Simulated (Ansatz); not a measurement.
Take Al in the fcc (Cu type) structure (space group Fm-3m, No. 225; a = 4.0412 Å; relaxed with 0.1 eV smearing) as the base.

The values are results of PBE (Ansatz, an electronic-structure program; PAW; 420 eV plane waves; spin-orbit coupling left out), not measurements.

For the base:

| Property | Result |
|---|---|
| Pressure | 0.0 GPa |

It is then changed as follows: the cell is scaled by 1.0050 in all directions, atoms relaxed at fixed cell.

Problem. What does the calculation give for the pressure and energy relative to the base after the change?

Solution. The pressure goes from zero to -1.1 GPa; the energy goes up by 0.9 meV/atom.

The cells carry an imposed strain or load. No phonon test of stability was made.
